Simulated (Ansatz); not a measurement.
Start from GaAs in the zinc blende structure (space group F-43m, No. 216; a = 5.603 Å). Axes: x, y, z lie along the cube axes.

Calculations: DFT with LDA, PAW potentials and a 420 eV plane-wave cutoff in Ansatz (a program for electronic structure), no SOC.

It is then changed as follows: uniaxial strain ε_zz = +2.50 %, all other strain components held at zero; the atoms relax in the strained cell.

Task: Predict the stress tensor and what it implies for the stiffness.

Result: Stress of the strained cell less that of the base (GPa, compression positive):
```
  -1.19    0.00    0.00
   0.00   -1.19    0.00
   0.00    0.00   -2.83
```

Then −Δσ_ii/ε with ε = 0.0250 gives secant stiffness values (nonlinear terms included at this strain): C33 ≈ 113 GPa, C13 ≈ 48 GPa and C23 ≈ 48 GPa.

As a check, the harmonic strain energy −½ V₀ Δσ:ε is 4.8 meV/atom; the computed energy rise is 4.9 meV/atom.

Stability against distortions was not tested.
